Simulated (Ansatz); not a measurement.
# A computed series for Al2O3: response to strain

Base system: Al₂O₃ in the corundum structure (space group R-3c, No. 167).

```yaml
crystal:
  lattice:
    - [2.36460, 1.36520, 4.29721]
    - [-2.36460, 1.36520, 4.29721]
    - [0.00000, -2.73040, 4.29721]
  atoms:
    - { symbol: Al, position: [0.64798, 0.64798, 0.64798] }
    - { symbol: Al, position: [0.14798, 0.14798, 0.14798] }
    - { symbol: Al, position: [0.35202, 0.35202, 0.35202] }
    - { symbol: Al, position: [0.85202, 0.85202, 0.85202] }
    - { symbol: O, position: [0.75000, 0.44414, 0.05586] }
    - { symbol: O, position: [0.05586, 0.75000, 0.44414] }
    - { symbol: O, position: [0.25000, 0.55586, 0.94414] }
    - { symbol: O, position: [0.55586, 0.94414, 0.25000] }
    - { symbol: O, position: [0.94414, 0.25000, 0.55586] }
    - { symbol: O, position: [0.44414, 0.05586, 0.75000] }
```

Strains are applied to the cell and any free atomic positions relax.

Computed with DFT with LDA, PAW potentials and a 420 eV plane-wave cutoff in Ansatz (a program for electronic structure), no SOC.

Candidates:
(a) isotropic strain −3.00 %
(b) isotropic strain −0.75 %
(c) isotropic strain −2.25 %
(d) isotropic strain −1.50 %

Base values:

The band gap comes out as 6.43 eV.

Order them by band gap, highest first.

(a) isotropic strain −3.00 % (7.62 eV), (c) isotropic strain −2.25 % (7.31 eV), (d) isotropic strain −1.50 % (7.01 eV), (b) isotropic strain −0.75 % (6.72 eV)

Stability against distortions was not tested.
